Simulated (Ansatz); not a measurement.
A user runs Ansatz (an electronic-structure program) on AlVCrC (P-3m1, 8 atoms in the cell) and asks whether the run is sound. The aim is a self-consistent single point with DFT, PBEsol, plane waves, default PAW files made with PBE.

Cell that was meant: a = 2.9036 Å, b = 2.9036 Å, c = 12.9707 Å, α = 90.00°, β = 90.00°, γ = 120.00°.

Part of the input:

Ansatz 0.2 input:
```yaml
    - { symbol: Cr, position: [0.666667, 0.333333, 0.582460] }
    - { symbol: C, position: [0.000000, 0.000000, 0.500000] }
    - { symbol: C, position: [0.000000, 0.000000, 0.000000] }
basis:
  ecutwfc: 210.0
kpoints:
  mp_grid:
    grid: [10, 10, 2]
```

Output (repeated stretches shortened):

```
   [... lines left out ...]
PAW frozen core: C, regenerated for the run's functional, and the local potential with it
Initial density: superposition of atomic densities (neutral atoms: chi_scale 0, normalization atom), corrected by the library's trained network
Initial wavefunctions: pseudopotential atomic-orbital guess
Eigensolver: davidson
Functional: x = pbesol(κ = 0.804, μ = 0.12345679012345678), c = pbesol(β = 0.046)
SCF iter   1: F=—  HF=-13993.938998 eV  |F-HF|=—  |Δ(HF+E_count)|=         —  Δρ=1.17e-1  dr2=2.37e1  ethr=1.77e-3  ⟨swp⟩=5.8  Hψ=4135  notcnv=0
all-band conjugate gradients solve this SCF's bands
preconditioner: auto → Kerker (q_TF=auto, 2.582 Å⁻¹)
SCF iter   2: F=—  HF=-13990.644720 eV  |F-HF|=—  |Δ(HF+E_count)|=    3.29e0  Δρ=3.20e-2  dr2=4.27e0  ethr=1.77e-3  ⟨swp⟩=2.7  Hψ=2630  notcnv=0
   [... lines left out ...]
SCF iter   8: F=—  HF=-13990.421454 eV  |F-HF|=—  |Δ(HF+E_count)|=   2.36e-4  Δρ=3.61e-5  dr2=3.19e-6  ethr=4.40e-8  ⟨swp⟩=2.0  Hψ=1390  notcnv=0
SCF iter   9: F=—  HF=-13990.421454 eV  |F-HF|=—  |Δ(HF+E_count)|=   1.70e-7  Δρ=1.04e-5  dr2=1.74e-7  ethr=4.70e-9  ⟨swp⟩=1.0  Hψ=1178  notcnv=0
SCF iter  10: F=-13990.421454 eV  HF=-13990.421454 eV  |F-HF|=6.83e-9  |Δ(HF+E_count)|=   2.43e-8  Δρ=2.68e-6  dr2=8.90e-9  ethr=1.47e-10  ⟨swp⟩=4.7  Hψ=3469  notcnv=0
SCF 1 converged in 10 iterations: F = -13990.421454 eV  dr2 = 8.90e-9
Free energy (F): -13990.421454 eV
Internal energy: -13990.264027 eV  (E = F + TS)
E sigma→0 (E₀):  -13990.342740 eV
Entropy (-TS):   -0.157427 eV (-19.678 meV/atom)
Fermi energy:    13.597296 eV
--- Forces (eV/Å), atoms counted from 1 ---
  atom   1  Al     0.00000000    -0.00000000    -0.28378793
  atom   2  Al    -0.00000000    -0.00000000     0.28378793
  atom   3  V     -0.00000000    -0.00000000    -0.09918713
  atom   4  V      0.00000000     0.00000000     0.09918713
  atom   5  Cr     0.00000000     0.00000000    -0.13318088
  atom   6  Cr    -0.00000000     0.00000000     0.13318088
  atom   7  C     -0.00000000     0.00000000     0.00000000
  atom   8  C      0.00000000    -0.00000000     0.00000000
--- Stress (GPa, compression-positive) ---
       -5.869694       0.000000       0.000000
        0.000000      -5.869694      -0.000000
        0.000000      -0.000000      -9.888331
  P = ⅓ Tr σ = -7.2092 GPa (-72.092 kbar)
  The stress holds the Pulay correction. Without it, at fixed plane waves, as pw.x and ABINIT print it: P = -184.2815 GPa
```

### Question
Can these results be used? Check the input.

### Answer
The run is not sound. The fault is a basis or grid far too coarse for these potentials. The error of an incomplete plane-wave basis or grid does not cancel at such settings. To fix it, restore the cutoff that the potentials need and check convergence. The run converged in 10 iterations without an error; against the sound input the free energy goes up by 3.02 eV/atom, the pressure goes from -10.90 to -7.21 GPa and the largest force goes from 0.667 to 0.284 eV/Å. At a fixed set of plane waves, without the program's Pulay estimate, the pressure is -184.28 GPa against -11.08 GPa.

The sound input it was made from differs as follows (other fixes are possible):
```diff
-basis:
-  ecutwfc: 210.0
```

With that input, the run converged in 9 iterations: free energy E − TS (on the zero of these files) -14014.5471 eV; Fermi level (on the code's own zero) 13.73 eV; pressure -10.90 GPa; largest force (vector length) 0.667 eV/Å (DFT, PBEsol, plane waves, default PAW files made with PBE).

On the sound input: the starting cell comes from a database of computed structures (which also holds hypothetical and non-ambient phases and stackings), without a prior relaxation at this level. Its lattice was rescaled by a random factor within 2.5 % of one. Spin polarisation is off. With a pressure of about -11 GPa the cell is away from its equilibrium volume at this level. Ansatz's pressure includes its estimate of the finite-basis (Pulay) stress.
